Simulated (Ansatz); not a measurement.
The parent structure is Cu in the fcc (Cu type) structure (space group Fm-3m, No. 225; a = 3.5790 Å).

Computed with Ansatz (a quantum-chemistry and plane-wave program) r2SCAN, scalar-relativistic without spin-orbit coupling, earlier PAW set.

One change was made to it. Results:

| quantity | base | after |
|---|---|---|
| density | 9.21 g/cm³ | 9.93 g/cm³ |
| shortest interatomic distance | 2.531 Å | 2.467 Å |

Name the change that was made.
(A) pressure 15 GPa
(B) pressure 2.1 GPa
(C) pressure 4.5 GPa
(D) pressure 0.9 GPa
(E) pressure 30 GPa

A, pressure 15 GPa. For comparison, the density in the other runs: pressure 0.9 GPa gives 9.26 g/cm³; pressure 30 GPa gives 10.51 g/cm³; pressure 4.5 GPa gives 9.45 g/cm³; pressure 2.1 GPa gives 9.32 g/cm³.

Load acts through the strain it causes; cell and atoms are relaxed under it. No phonon test of stability was made. Competing high-pressure phases were not computed. The final runs are not spin-polarised.
